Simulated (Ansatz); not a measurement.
Base system: CrN in the CsCl type structure (space group Pm-3m, No. 221; a = 2.500 Å; ferromagnetic; a hypothetical phase, not in the database extracts checked).

Computed with Kohn–Sham DFT with the r2SCAN functional, run in Ansatz (a quantum-chemistry and plane-wave program) with PAW and 500 eV plane waves, scalar-relativistic without spin-orbit coupling.

For the base:

```
Item               Value
---------------  -------
Volume per atom  7.81 Å³
```

The change: full substitution Cr → B, then cell and atoms are relaxed.

Q: How does this affect the volume per atom?

A: The volume per atom drops by 1.61 Å³, from 7.81 Å³ to 6.20 Å³.

Other magnetic orders, which the real material may have, were not ruled out. Whether these cells are dynamically stable was not tested. As relaxed here, BN is a hypothetical phase, not in the database extracts checked. Spin-polarised in the final run: base; the other runs are not.
